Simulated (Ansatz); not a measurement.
Rock-salt LaTe, treated with r²SCAN+rVV10 (Ansatz, a first-principles code, PAW).

Input:

Ansatz 0.2 input:
```yaml
crystal:
  lattice:
    - [0.0, 3.2311523884, 3.2311523884]
    - [3.2311523884, 0.0, 3.2311523884]
    - [3.2311523884, 3.2311523884, 0.0]
  atoms:
    - { symbol: La, position: [0.0, 0.0, 0.0] }
    - { symbol: Te, position: [0.5, 0.5, 0.5] }
basis:
  ecutwfc: 560
  ecutrho_ratio: 4
  xc_grid: 3
kpoints:
  mp_grid: { grid: [16, 16, 16] }
hamiltonian:
  xc: r2scan
  dispersion: rvv10
  pseudopotentials: { kind: paw }
scf:
  occupations: { method: fermi_dirac, width: 0.05 }
  convergence: { dr2_threshold: 0.0000000002 }
output:
  forces: true
  stress: true
  eigenvalues: true
```

Output (set-up and result lines):

```
Crystal: 2 atoms, lattice volume = 67.469 Å³
Basis set: ecut = 560 eV, 2085 PW (Γ), exchange–correlation on 108×108×108 points (27 copies of the dense FFT grid, shifted against one another)
Bands: 18, of which v1, the nominal top of the filled ones, is band 14 counted from 1 (13 counted from 0)
Symmetry: 48 space group operations
Space group: Fm-3m (ITA 225), of the structure as read, at distance tolerance 4.1e-5 Å
k-points: 145 of 4096
Functional: x = r2scan, c = r2scan + rvv10(b = 11.95, C = 0.0093); τ floored in thin density (d = 2e-4 eV/Å³)
SCF iter   1: F=—  HF=-13259.009188 eV  |F-HF|=—  |Δ(HF+E_count)|=         —  Δρ=9.07e-3  dr2=7.67e-2  dr2_τ=3.32e-3
SCF iter   2: F=—  HF=-13259.039288 eV  |F-HF|=—  |Δ(HF+E_count)|=   3.01e-2  Δρ=4.36e-3  dr2=2.10e-2  dr2_τ=7.92e-4
  ...
SCF iter   9: F=—  HF=-13259.033529 eV  |F-HF|=—  |Δ(HF+E_count)|=   2.89e-9  Δρ=6.72e-7  dr2=3.69e-10  dr2_τ=8.27e-12
SCF iter  10: F=-13259.033529 eV  HF=-13259.033529 eV  |F-HF|=1.82e-12  |Δ(HF+E_count)|=  6.37e-11  Δρ=7.96e-8  dr2=3.87e-12  dr2_τ=2.02e-13
SCF 1 converged in 10 iterations: F = -13259.033529 eV  dr2 = 3.87e-12
SCF converged after 10 iterations
Free energy (F): -13259.033529 eV
Internal energy: -13259.022859 eV  (E = F + TS)
E sigma→0 (E₀):  -13259.028194 eV
Fermi energy:    11.566350 eV
--- Forces (eV/Å), atoms counted from 1 ---
  atom   1  La    -0.00000000     0.00000000     0.00000000
  atom   2  Te     0.00000000    -0.00000000     0.00000000
--- Stress (GPa, compression-positive) ---
       -0.000059      -0.000000       0.000000
       -0.000000      -0.000059      -0.000000
        0.000000       0.000000      -0.000059
  P = ⅓ Tr σ = -0.0001 GPa (-0.001 kbar)
```

The PAW data were made under PBE.
